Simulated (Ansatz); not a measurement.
The structure below was relaxed with plane-wave PAW DFT at the PBEsol level (Ansatz, an electronic-structure program, 420 eV), no spin-orbit coupling.

Space group I4/mmm (No. 139); a = b = 4.8937 Å, c = 9.3930 Å, α = β = γ = 90.00°

```csv
atom,site,symmetry,x,y,z
Te,2a,4/mmm,0.0000,0.0000,0.0000
C,2b,4/mmm,0.0000,0.0000,0.5000
C,4d,-4m2,0.0000,0.5000,0.2500
Ta,4e,4mm,0.0000,0.0000,0.2842
Ta,4c,mmm.,0.0000,0.5000,0.0000
```

Write out a cell with all atoms.


```
Ta4TeC3
1.0
    4.89369     0.00000     0.00000
    0.00000     4.89369     0.00000
    0.00000     0.00000     9.39299
Te C Ta
2 6 8
Cartesian
  0.00000   0.00000   0.00000
  2.44684   2.44684   4.69649
  2.44684   2.44684   0.00000
  2.44684   0.00000   2.34825
  0.00000   2.44684   2.34825
  0.00000   0.00000   4.69649
  0.00000   2.44684   7.04474
  2.44684   0.00000   7.04474
  2.44684   2.44684   2.02661
  0.00000   0.00000   2.66988
  2.44684   0.00000   0.00000
  0.00000   2.44684   0.00000
  0.00000   0.00000   6.72311
  2.44684   2.44684   7.36638
  0.00000   2.44684   4.69649
  2.44684   0.00000   4.69649
```
This is the conventional cell.

These are small ordered cells, not random alloys; other orderings at the same x differ. No phonon test of stability was made. All final runs are without spin polarisation. The cell was made from TaC by this change: x(Te) = 0.25, 8 atoms, I4/mmm.
